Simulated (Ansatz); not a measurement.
Take Se (space group P3_121, No. 152; a = 4.507 Å, c = 4.989 Å; made of chains) as the base. Axes: x lies along a and z along c of the hexagonal cell.

Computed with plane-wave PAW DFT at the r2SCAN level (Ansatz, a first-principles code, 500 eV), no SOC, earlier PAW set.

For the base:

The band gap is 1.33 eV and the smallest direct gap is 1.55 eV. The electron mass is 0.18 mₑ along c, 0.43 mₑ across (at H).

Perturbation: the cell is stretched by 1.90 % along z with no lateral relaxation, atoms relaxed at fixed cell.

**Question.** Estimate the effect on the band gap.

**Answer.** The band gap decreases by 0.17 eV, from 1.33 eV to 1.16 eV.

**Question.** Predict the new smallest direct gap.

**Answer.** The smallest direct gap decreases by 0.21 eV (1.55 eV → 1.34 eV).

**Question.** How does this affect the electron mass?

**Answer.** The electron mass becomes 0.16 mₑ along z, 0.42 mₑ across (at H) (base: 0.18 mₑ along c, 0.43 mₑ across (at H)).

The cells carry an imposed strain or load. Effective masses come from finite differences of ±0.01 Å⁻¹. Whether these cells are dynamically stable was not tested. No dispersion term is included, though the crystal is made of layers, chains or molecules, so its spacings can come out too wide.
